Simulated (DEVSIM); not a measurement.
Structure: Schottky contact on p-type GaAs, at 400 K.

```
layer (left to right)  material  thickness (μm)  Na (cm⁻³)  τn (s)  τp (s)
---------------------  --------  --------------  ---------  ------  ------
1                          GaAs            1.60     1.2e15  1.7e-8  1.7e-8
2                          GaAs            1.30     6.2e17  1.7e-8  1.7e-8
```

Left contact: Schottky, work function 4.724 eV, emission velocity 3.3e6 cm/s. Right contact: ohmic. Voltage is applied to the left contact. Recombination: SRH at mid-gap, radiative, Auger. Mobility is μmin + (μ − μmin)/(1 + (N/Nref)^α).

Constants are typed, rounded textbook-type inputs, not results; the design itself was drawn at random and stands for no fabricated device. Values at 300 K; Nc and Nv go as T^1.5, mobilities as T to minus their exponent, the gap by Varshni's rule with the affinity fixed.

| parameter | GaAs |
|---|---|
| gap (eV) | 1.424 |
| affinity (eV) | 4.07 |
| permittivity | 12.9 |
| Nc (cm⁻³) | 4.7e17 |
| Nv (cm⁻³) | 9e18 |
| μn (cm²/Vs) | 8500 |
| μp (cm²/Vs) | 400 |
| μn,min | 500 |
| μp,min | 20 |
| Nref,n | 6e16 |
| Nref,p | 1.5e17 |
| αn | 0.39 |
| αp | 0.38 |
| T exponent of μn | 2.1 |
| T exponent of μp | 2.2 |
| B (cm³/s) | 2e-10 |
| Cn (cm⁶/s) | 1e-30 |
| Cp (cm⁶/s) | 1e-30 |
| Varshni α (eV/K) | 0.000541 |
| Varshni β (K) | 204 |

Simulated with DEVSIM: 1D drift-diffusion, Boltzmann statistics, complete ionisation; no tunnelling, impact ionisation, image-force lowering or self-heating. Metal contacts follow the ideal Schottky-Mott rule: no Fermi-level pinning, no interface dipoles.

Base results: dark forward voltage at 100 A/cm² (V) 0.758; potential step across the device at zero bias (V) 0.616; dark forward voltage at 1 A/cm² (V) 0.231.

**Question.** What follows from this one change: thickness of layer 2 1.3 → 6.5 μm?

**Answer.** dark forward voltage at 100 A/cm² 0.758 → 0.764 V; potential step across the device at zero bias little changed (0.616 V); dark forward voltage at 1 A/cm² little changed (0.231 V).

**Question.** What follows from this one change: temperature 400 → 350 K?

**Answer.** dark forward voltage at 100 A/cm² 0.758 → 0.740 V; potential step across the device at zero bias 0.616 → 0.659 V; dark forward voltage at 1 A/cm² 0.231 → 0.316 V.

**Question.** What follows from this one change: constant mobility in place of the doping-dependent one?

**Answer.** dark forward voltage at 100 A/cm² 0.758 → 0.712 V; potential step across the device at zero bias little changed (0.616 V); dark forward voltage at 1 A/cm² 0.231 → 0.226 V.
